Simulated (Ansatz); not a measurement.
# ZnS, response to strain

Start from ZnS in the wurtzite structure (space group P6_3mc, No. 186; a = 3.7822 Å, c = 6.2077 Å).

Strains are applied to the cell and any free atomic positions relax.

Level of theory: Ansatz (a quantum-chemistry and plane-wave program) PBEsol, no spin-orbit coupling.

Notes on the quantities. pressure: mean of the normal stresses, compression positive.

```tsv
variant	electron mass	volume per atom	band gap	pressure
base	0.16 mₑ along c, 0.18 mₑ across (at Γ)	19.23 Å³	2.15 eV	0.00 GPa
isotropic strain −3.00 %	0.17 mₑ along c, 0.20 mₑ across (at Γ)	17.55 Å³	2.57 eV	8.79 GPa
isotropic strain −2.40 %	0.17 mₑ along c, 0.20 mₑ across (at Γ)	17.87 Å³	2.48 eV	6.73 GPa
isotropic strain −1.80 %	0.16 mₑ along c, 0.19 mₑ across (at Γ)	18.21 Å³	2.40 eV	4.83 GPa
isotropic strain −1.20 %	0.16 mₑ along c, 0.19 mₑ across (at Γ)	18.54 Å³	2.32 eV	3.08 GPa
isotropic strain −0.60 %	0.16 mₑ along c, 0.18 mₑ across (at Γ)	18.88 Å³	2.24 eV	1.48 GPa
```

Masses are band curvatures over ±0.01 Å⁻¹ around the edge. Stability against distortions was not tested.
